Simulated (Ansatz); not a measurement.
Given:

```
InAs
1.0
    0.00000     3.09320     3.09320
    3.09320     0.00000     3.09320
    3.09320     3.09320     0.00000
In As
1 1
Direct
  0.00000   0.00000   0.00000
  0.25000   0.25000   0.25000
```

Method: r2SCAN with spin-orbit coupling, rigid bands (plane waves, PAW; Ansatz, an electronic-structure program). Condition of this run: hydrostatic pressure of -2.4 GPa (compression positive) (the target of the relaxation). Cell: cell and atoms relaxed with PBEsol, then loaded as said.

Problem. Is this a good metal at this level?

Solution. No. No gap is resolved, and few carriers conduct, as in a semimetal or a zero-gap semiconductor. N(E_F) = 0.0023 states/eV a cell at 300 K and the Drude plasma energy along the best axis is 0.156 eV, several times under that of a simple or noble metal.
